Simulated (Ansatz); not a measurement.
Seebeck coefficient (μV/K, mean over directions) of n-type GaP (F-43m) against carrier density, r2SCAN with spin-orbit coupling, rigid bands run with Ansatz (a quantum-chemistry and plane-wave program). Computed gap 1.81 eV; densities at which minority carriers matter at this gap, or further valleys turn the trend, are left out. Conductivity mass 0.34 mₑ (harmonic mean over directions), N_c = 3.8e19 cm⁻³ at 300 K.

```json
[
 {"electron density": "1e16 cm⁻³", "300 K": "-921", "500 K": "-990"},
 {"electron density": "1e17 cm⁻³", "300 K": "-722", "500 K": "…"},
 {"electron density": "1e18 cm⁻³", "300 K": "-524", "500 K": "-593"},
 {"electron density": "3e18 cm⁻³", "300 K": "-430", "500 K": "…"},
 {"electron density": "1e19 cm⁻³", "300 K": "-328", "500 K": "-396"},
 {"electron density": "3e19 cm⁻³", "300 K": "-237", "500 K": "-303"},
 {"electron density": "1e20 cm⁻³", "300 K": "-146", "500 K": "-207"},
 {"electron density": "3e20 cm⁻³", "300 K": "…", "500 K": "-133"},
 {"electron density": "1e21 cm⁻³", "300 K": "-53", "500 K": "-87"}
]
```

Problem. What belongs in the gaps?

Solution. 
- 1e17 cm⁻³, 500 K: -791
- 3e18 cm⁻³, 500 K: -499
- 3e20 cm⁻³, 300 K: -82

Rigid bands with a gap fixed in temperature, one relaxation time for all states, no polarons or phonon drag, and whether or not such doping can be reached. Geometry: cell and atoms relaxed with PBEsol.
